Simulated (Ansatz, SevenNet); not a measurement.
For CoSn (P6/mmm, No. 191), the machine-learned potential SevenNet-l3i5 (trained on PBE and PBE+U data) gives:

* **Voigt–Reuss–Hill shear modulus**: 38.0 GPa
* **formation enthalpy**: -0.156 eV/atom

What does PBE in Ansatz (plane waves, PAW) give for the same quantities?


- Voigt–Reuss–Hill shear modulus: 72.3 GPa (rises by 90 %)
- formation enthalpy: -0.105 eV/atom (moves by +0.051 eV/atom)

Changes are worked out from the printed values.

Unless a cell is named, each level is at its own relaxed cell (SevenNet-l3i5 17.17, PBE 17.13 Å³/atom).

Levels without +SOC leave out spin–orbit coupling, which shifts energies and cells of such heavy elements.

The crystal itself was run without spin with PBE.

Ansatz's density-functional and Hartree–Fock values are scalar-relativistic unless marked +SOC, with PAW data made under PBE.

Ansatz is a program for electronic structure.
